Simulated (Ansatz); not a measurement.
Results of PBE0 in Ansatz (PAW) for CaC2 (within 0.1 Å of C2/m, No. 12, 6 atoms in the cell; start mp-642822).

Settings: plane-wave cutoff 500 eV, 6×6×4 k mesh (along the axes of the cell as run), gaussian smearing 0.02 eV, scalar-relativistic PAW data made under PBE.

Cell (relaxed with r²SCAN):

CaC2 has the triclinic space group P-1 (No. 2), Pearson symbol aP3. Lattice parameters: a = 3.8714 Å, b = 3.8738 Å, c = 4.0497 Å, α = 64.33°, β = 63.78°, γ = 89.65°. Ca on 1c is surrounded by 2 C at 2.574 Å and 8 C at 2.720–2.911 Å. C on 2i sees 1 C at 1.252 Å and 1 Ca at 2.574 Å and 4 Ca at 2.720–2.911 Å. (Neighbours: up to the widest gap in distance over summed covalent radii, below 1.35, at either atom; cation-cation and far metal-metal contacts left out.)
(The calculation used a cell of 6 atoms; values per cell refer to that cell.)

Task: What does this level give for the band gap?

Result: 
* **band gap**: 3.45 eV (on the SCF k mesh)

Note: cell and atoms aren't relaxed at this level (largest force component 0.19 eV/Å).

Cost on a shared machine: around 7 core-minutes (rough).

A start named mp-… is a Materials Project structure, which need not be a measured phase.

Ansatz is a program for electronic structure.
